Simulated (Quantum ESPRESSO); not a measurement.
# Habitual settings against a tight run: Pt (Fm-3m, 1 atom in the cell)

Self-consistent single point.

```
CELL_PARAMETERS angstrom
     -1.95186     0.00000     1.95186
      0.00000     1.95186     1.95186
     -1.95186     1.95186     0.00000
ATOMIC_POSITIONS crystal
  Pt 0.00000 0.00000 0.00000
```

Computed with PBE, GBRV 1.5 ultrasoft (PBE) pseudopotentials (plane waves; Quantum ESPRESSO).

Base settings: ecutwfc = 40 Ry; ecutrho = 320 Ry; occupations = smearing; smearing = cold; degauss = 0.019992 Ry; potentials = {Pt: pt_pbe_v1.4.uspp.F.UPF}; K_POINTS = automatic 10 10 10 0 0 0; conv_thr = 1e-11 Ry; mixing_beta = 0.5.

Tight run (finer mesh or higher cutoff; not a proven limit): ecutwfc: 40 Ry → 56 Ry; ecutrho: 320 Ry → 448 Ry; conv_thr: 1e-11 Ry → 7.3e-11 Ry; K_POINTS: automatic 10 10 10 0 0 0 → automatic 14 14 14 0 0 0. It gave Fermi level (on the code's own zero) 23.00 eV; pressure 13.38 GPa.

Quick runs, as changes from the base:
- A: the base itself
- B: ecutwfc: 40 Ry → 20 Ry; ecutrho: 320 Ry → 160 Ry; K_POINTS: automatic 10 10 10 0 0 0 → automatic 4 4 4 1 1 1
- C: ecutwfc: 40 Ry → 28 Ry; ecutrho: 320 Ry → 224 Ry; pseudopotentials: {Pt: pt_pbe_v1.4.uspp.F.UPF} → {Pt: pt_lda_v1.4.uspp.F.UPF}; K_POINTS: automatic 10 10 10 0 0 0 → automatic 8 8 8 1 1 1 [LDA (PZ)]
- D: ecutwfc: 40 Ry → 24 Ry; ecutrho: 320 Ry → 192 Ry; K_POINTS: automatic 10 10 10 0 0 0 → automatic 3 3 3 1 1 1
- E: ecutwfc: 40 Ry → 28 Ry; ecutrho: 320 Ry → 224 Ry; pseudopotentials: {Pt: pt_pbe_v1.4.uspp.F.UPF} → {Pt: pt_lda_v1.4.uspp.F.UPF}; K_POINTS: automatic 10 10 10 0 0 0 → automatic 4 4 4 0 0 0 [LDA (PZ)]
- F: ecutwfc: 40 Ry → 32 Ry; ecutrho: 320 Ry → 256 Ry; K_POINTS: automatic 10 10 10 0 0 0 → automatic 6 6 6 1 1 1

Energies are extrapolated to zero smearing width, which holds to low order in the width alone (under cold and Methfessel-Paxton smearing the free energy itself is taken).

Dashes: energy of C, E, another energy zero.

† marks runs with another functional, U, potentials or spin treatment: their distance from the tight run is not a convergence error alone.

The count of work is k-points × plane waves × bands × iterations; it is no time. 

The starting cell comes from a database of computed structures (which also holds hypothetical and non-ambient phases and stackings), without a prior relaxation at this level. Its lattice was rescaled by a random factor within 2.5 % of one. Spin polarisation is off. In the base run, with a pressure of about 13 GPa the cell is away from its equilibrium volume at this level.

```tsv
run	energy less tight (meV/atom)	pressure less tight (GPa)	count of work / tight
A	46.5	-0.54	0.28
B	5576.6	-314.39	0.021
C†	–	-31.83	0.23
D	1003.6	-90.03	0.019
E†	–	-32.83	0.031
F	31.3	-0.79	0.12
```

Among the runs at the tight run's level, the energy misses run from 31.3 to 5576.6 meV/atom.
